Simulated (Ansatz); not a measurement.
System: fluorite NiSi2. Method: HSE06 (Ansatz, a first-principles code, plane waves, PAW).

Run with plane-wave cutoff 500 eV, 8×8×8 k mesh, Fermi–Dirac smearing 0.05 eV, no spin polarisation, scalar-relativistic PAW data made under PBE.

Computed at the level's own relaxed cell.

### Question
Predict the equilibrium volume per atom and lattice parameter a.

### Answer

- equilibrium volume per atom: 12.93 Å³/atom
- lattice parameter a: 5.374 Å

Measured, for comparison: equilibrium volume per atom 13.17 Å³/atom, lattice constant a 5.406 Å (temperature not stated, not corrected to a static lattice; as tabulated in Wikipedia's data pages). Computed (rounded) less measured: equilibrium volume per atom -1.8 %, lattice constant a -0.6 %. A static lattice is as a rule a little smaller and stiffer than an uncorrected measurement, which narrows the difference in the equilibrium volume per atom, lattice constant a and would widen misses of the other sign.

Note: exact exchange on metals is sensitive to the k mesh and can open a false gap; the run warned that the count of filled bands differs between k points.

Computed values are for the static lattice.
